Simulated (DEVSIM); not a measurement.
Structure: Co/SiO2/n-GaAs capacitor, at 300 K.

```
layer (left to right)  material  thickness (nm)  Nd (cm⁻³)
---------------------  --------  --------------  ---------
1                          SiO2            2.20          -
2                          GaAs            8900     5.2e15
```

Metal gate on the left, work function 5 eV. Fixed charge at the semiconductor interface 0 cm⁻² (in units of +e); no interface traps.

Constants are typed, rounded textbook-type inputs, not results; the design itself was drawn at random and stands for no fabricated device. Values at 300 K.

| parameter | SiO2 | GaAs |
|---|---|---|
| gap (eV) | 9 | 1.424 |
| affinity (eV) | 0.9 | 4.07 |
| permittivity | 3.9 | 12.9 |
| Nc (cm⁻³) | - | 4.7e17 |
| Nv (cm⁻³) | - | 9e18 |

DEVSIM, 1D Poisson equation in equilibrium, Boltzmann statistics, complete ionisation; no quantum confinement or tunnelling. Metal contacts follow the ideal Schottky-Mott rule: no Fermi-level pinning, no interface dipoles.

Problem. Tabulate band edges, carrier densities and field at 0.1 V on the gate.

Solution. Energies count from the Fermi level of the right contact; mesh points crowd at the junctions.

```json
[
 {"x (μm)": "0.000", "Ec (eV)": "4.000", "Ev (eV)": "-5.000", "n (cm⁻³)": "< 1e2", "p (cm⁻³)": "< 1e2", "field (V/cm)": "-100000"},
 {"x (μm)": "0.0009262", "Ec (eV)": "3.990", "Ev (eV)": "-5.010", "n (cm⁻³)": "< 1e2", "p (cm⁻³)": "< 1e2", "field (V/cm)": "-100000"},
 {"x (μm)": "0.001778", "Ec (eV)": "3.982", "Ev (eV)": "-5.018", "n (cm⁻³)": "< 1e2", "p (cm⁻³)": "< 1e2", "field (V/cm)": "-100000"},
 {"x (μm)": "0.002842", "Ec (eV)": "0.805", "Ev (eV)": "-0.619", "n (cm⁻³)": "14000", "p (cm⁻³)": "3.7e8", "field (V/cm)": "-31000"},
 {"x (μm)": "0.006372", "Ec (eV)": "0.794", "Ev (eV)": "-0.629", "n (cm⁻³)": "21000", "p (cm⁻³)": "2.4e8", "field (V/cm)": "-31000"},
 {"x (μm)": "0.01307", "Ec (eV)": "0.774", "Ev (eV)": "-0.650", "n (cm⁻³)": "47000", "p (cm⁻³)": "1.1e8", "field (V/cm)": "-30000"},
 {"x (μm)": "0.02727", "Ec (eV)": "0.732", "Ev (eV)": "-0.692", "n (cm⁻³)": "240000", "p (cm⁻³)": "2.1e7", "field (V/cm)": "-29000"},
 {"x (μm)": "0.07862", "Ec (eV)": "0.591", "Ev (eV)": "-0.833", "n (cm⁻³)": "5.6e7", "p (cm⁻³)": "90000", "field (V/cm)": "-26000"},
 {"x (μm)": "0.1760", "Ec (eV)": "0.376", "Ev (eV)": "-1.048", "n (cm⁻³)": "2.3e11", "p (cm⁻³)": "< 1e2", "field (V/cm)": "-18000"},
 {"x (μm)": "0.3826", "Ec (eV)": "0.147", "Ev (eV)": "-1.277", "n (cm⁻³)": "1.6e15", "p (cm⁻³)": "< 1e2", "field (V/cm)": "-4300"},
 {"x (μm)": "0.8617", "Ec (eV)": "0.116", "Ev (eV)": "-1.308", "n (cm⁻³)": "5.2e15", "p (cm⁻³)": "< 1e2", "field (V/cm)": "≈ 0"},
 {"x (μm)": "2.547", "Ec (eV)": "0.116", "Ev (eV)": "-1.308", "n (cm⁻³)": "5.2e15", "p (cm⁻³)": "< 1e2", "field (V/cm)": "≈ 0"},
 {"x (μm)": "5.392", "Ec (eV)": "0.116", "Ev (eV)": "-1.308", "n (cm⁻³)": "5.2e15", "p (cm⁻³)": "< 1e2", "field (V/cm)": "≈ 0"},
 {"x (μm)": "7.293", "Ec (eV)": "0.116", "Ev (eV)": "-1.308", "n (cm⁻³)": "5.2e15", "p (cm⁻³)": "< 1e2", "field (V/cm)": "≈ 0"},
 {"x (μm)": "8.359", "Ec (eV)": "0.116", "Ev (eV)": "-1.308", "n (cm⁻³)": "5.2e15", "p (cm⁻³)": "< 1e2", "field (V/cm)": "≈ 0"},
 {"x (μm)": "8.662", "Ec (eV)": "0.116", "Ev (eV)": "-1.308", "n (cm⁻³)": "5.2e15", "p (cm⁻³)": "< 1e2", "field (V/cm)": "≈ 0"},
 {"x (μm)": "8.793", "Ec (eV)": "0.116", "Ev (eV)": "-1.308", "n (cm⁻³)": "5.2e15", "p (cm⁻³)": "< 1e2", "field (V/cm)": "≈ 0"},
 {"x (μm)": "8.854", "Ec (eV)": "0.116", "Ev (eV)": "-1.308", "n (cm⁻³)": "5.2e15", "p (cm⁻³)": "< 1e2", "field (V/cm)": "≈ 0"},
 {"x (μm)": "8.887", "Ec (eV)": "0.116", "Ev (eV)": "-1.308", "n (cm⁻³)": "5.2e15", "p (cm⁻³)": "< 1e2", "field (V/cm)": "≈ 0"},
 {"x (μm)": "8.896", "Ec (eV)": "0.116", "Ev (eV)": "-1.308", "n (cm⁻³)": "5.2e15", "p (cm⁻³)": "< 1e2", "field (V/cm)": "≈ 0"},
 {"x (μm)": "8.900", "Ec (eV)": "0.116", "Ev (eV)": "-1.308", "n (cm⁻³)": "5.2e15", "p (cm⁻³)": "< 1e2", "field (V/cm)": "≈ 0"},
 {"x (μm)": "8.902", "Ec (eV)": "0.116", "Ev (eV)": "-1.308", "n (cm⁻³)": "5.2e15", "p (cm⁻³)": "< 1e2", "field (V/cm)": "≈ 0"}
]
```
